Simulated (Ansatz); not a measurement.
Mo under a change: pressure 18 GPa

Base system: Mo in the bcc (W type) structure (space group Im-3m, No. 229; a = 3.161 Å).

Perturbation: a hydrostatic pressure of 18 GPa.

Computed with plane-wave PAW DFT at the PBE level (Ansatz, an electronic-structure program, 420 eV), without spin-orbit coupling, earlier PAW set. Γ-centred 21×21×21 mesh, Fermi–Dirac width 0.05 eV.

The volume per atom decreases by 0.934 Å³ (15.79 Å³ → 14.85 Å³) and the density grows by 0.63 g/cm³ to 10.72 g/cm³. The lattice parameter a decreases by 6.4 pm to 309.7 pm and the shortest interatomic distance drops by 5.5 pm (273.7 pm → 268.2 pm). The band gap remains zero.

Final structure:

```
Mo
1.0
   -1.54859     1.54859     1.54859
    1.54859    -1.54859     1.54859
    1.54859     1.54859    -1.54859
Mo
1
Direct
  0.00000   0.00000   0.00000
```

Load acts through the strain it causes; cell and atoms are relaxed under it. Whether these cells are dynamically stable was not tested. Competing high-pressure phases were not computed. The final runs are not spin-polarised.
